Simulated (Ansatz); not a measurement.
End structure of a constructed model of the (111) surface of fcc Ir, p(2x2) surface alloy, Mn on one Ir site of the top plane (bottom of the slab: a bare face, its two planes held):

```
CELL_PARAMETERS angstrom
      5.47440     0.00000     0.00000
     -2.73720     4.74097     0.00000
      0.00000     0.00000    27.50000
ATOMIC_POSITIONS crystal
  Ir 0.16667 0.83333 0.29688
  Ir 0.16667 0.33333 0.29688
  Ir 0.66667 0.83333 0.29688
  Ir 0.66667 0.33333 0.29688
  Ir 0.33333 0.66667 0.37815
  Ir 0.33333 0.16667 0.37815
  Ir 0.83333 0.66667 0.37815
  Ir 0.83333 0.16667 0.37815
  Ir 0.50019 0.49981 0.45868
  Ir 0.50019 0.00037 0.45868
  Ir 0.99963 0.49981 0.45868
  Ir 0.00000 0.00000 0.45860
  Ir 0.66667 0.33333 0.53949
  Ir 0.66695 0.83348 0.54058
  Ir 0.16652 0.33305 0.54058
  Ir 0.16652 0.83348 0.54058
  Ir 0.83420 0.16580 0.62129
  Ir 0.83420 0.66840 0.62129
  Ir 0.33160 0.16580 0.62129
  Ir 0.33333 0.66667 0.62206
  Mn 0.00000 0.00000 0.70396
  Ir 0.00181 0.50091 0.70046
  Ir 0.49909 0.99819 0.70046
  Ir 0.49909 0.50091 0.70046
```

Model: 24-atom slab, 11.2 Å thick at the start, 8x8x1 mesh, Fermi-Dirac 0.1 eV, dipole correction, 8 atoms held, the rest relaxed; held to the start's symmetry, so lower structures may exist; spin-polarised, ending with about 3.0 μB a cell; orders that need a larger cell were not tried, no spin-orbit, no U. It is one candidate, not shown to be the stable structure of the face.

### Question
Estimate the work function of the top face that Ansatz (a program for electronic structure) with PBE returns for this input.

### Answer
5.29 eV
